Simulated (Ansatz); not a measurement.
Si (Fd-3m), HSE06 with spin-orbit coupling, rigid bands (Ansatz, an electronic-structure program): N_c = 2.77e19 cm⁻³ at 300 K and an electron conductivity mass of 0.275 mₑ.

### Question
For 1e17 electrons per cm³ at 300 K, place the Fermi level, estimate the Seebeck coefficient of a parabolic band with constant τ, and give mobility and conductivity for τ = 50 fs.

### Answer
The level lies k_BT ln(N_c/n) = 0.145 eV below the conduction-band minimum. S ≈ −(k_B/e)[ln(N_c/n) + 5/2] = -700 μV/K, against -698 μV/K from the full bands (mean over directions). μ = eτ/m = 320 cm²/(V·s) and σ = neμ = 5.12 S/cm. τ is assumed, not computed.

Band transport and this doping are assumed; polarons and phonon drag are left out. Geometry: cell and atoms relaxed with PBEsol.
